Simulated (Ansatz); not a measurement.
SnSiO₄ (model structure, started from the ZrSiO4 type, I4₁/amd, No. 141, 12 atoms in the cell) was calculated with PBEsol (PAW; Ansatz, a program for electronic structure).

Run with plane-wave cutoff 520 eV, 8×8×8 k mesh, Fermi–Dirac smearing 0.01 eV, scalar-relativistic PAW data made under PBE.

Cell (relaxed with PBEsol):

```cif
data_O16Si4Sn4
_chemical_formula_sum 'Sn4 Si4 O16'
_space_group_name_H-M_alt 'I41/amd :1'
_space_group_IT_number 141
_space_group_name_Hall 'I 4bw 2bw -1bw'
_cell_length_a 6.49158
_cell_length_b 6.49158
_cell_length_c 6.07757
_cell_angle_alpha 90.000
_cell_angle_beta 90.000
_cell_angle_gamma 90.000
loop_
_atom_site_label
_atom_site_type_symbol
_atom_site_symmetry_multiplicity
_atom_site_Wyckoff_symbol
_atom_site_fract_x
_atom_site_fract_y
_atom_site_fract_z
_atom_site_occupancy
Sn1 Sn 4 a 0.00000 0.00000 0.00000 1
Si1 Si 4 b 0.00000 0.00000 0.50000 1
O1 O 16 h 0.31420 0.00000 0.06784 1
```
(The calculation used a cell of 12 atoms; values per cell refer to that cell.)

Problem. Give the computed band gap.

Solution. 
* **band gap**: 2.27 eV

Note: the relaxation could raise the start's symmetry but not lower it, so the cell can be a saddle point.

Spin–orbit coupling is not included.

Computed values are for the static lattice.

A model structure was made by putting elements into a prototype or built by hand; it is no filed structure, need not be a known phase, and can be a saddle point held by its symmetry.
